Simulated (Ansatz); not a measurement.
Input:

End structure of a constructed model of the (111) surface of fcc Ir, (√3x√3)R30° layer of Se, one a cell, in the other hollow (bottom of the slab: a bare face, its two planes held):

```
CELL_PARAMETERS angstrom
      4.10580     2.37048     0.00000
     -4.10580     2.37048     0.00000
      0.00000     0.00000    29.50000
ATOMIC_POSITIONS crystal
  Ir 0.00000 0.66667 0.27287
  Ir 0.33333 0.33333 0.27287
  Ir 0.66667 0.00000 0.27287
  Ir 0.00000 0.33333 0.34863
  Ir 0.33333 0.00000 0.34863
  Ir 0.66667 0.66667 0.34863
  Ir 0.00000 0.00040 0.42369
  Ir 0.33293 0.66626 0.42369
  Ir 0.66707 0.33333 0.42369
  Ir 0.00000 0.66716 0.49978
  Ir 0.33383 0.33333 0.49978
  Ir 0.66617 0.99951 0.49978
  Ir 0.00000 0.33333 0.57410
  Ir 0.33333 0.00000 0.57603
  Ir 0.66667 0.66667 0.57603
  Ir 0.00000 0.99859 0.65056
  Ir 0.33474 0.66807 0.65056
  Ir 0.66526 0.33333 0.65056
  Se 0.00000 0.33333 0.71408
```

Model: 19-atom slab, 13.4 Å thick at the start, 9x9x1 mesh, Fermi-Dirac 0.1 eV, dipole correction, 6 atoms held, the rest relaxed; start symmetry kept, larger cells not searched; no spin, no spin-orbit, no U. In PBE it lies 0.02 eV a 1x1 cell over the lowest computed structure of the same composition ((√3x√3)R30° layer of Se, one a cell, on the site that continues the host's stacking).

### Question
What is the computed work function of the top face (Ansatz (a program for electronic structure) with PBE)?

### Answer
4.51 eV
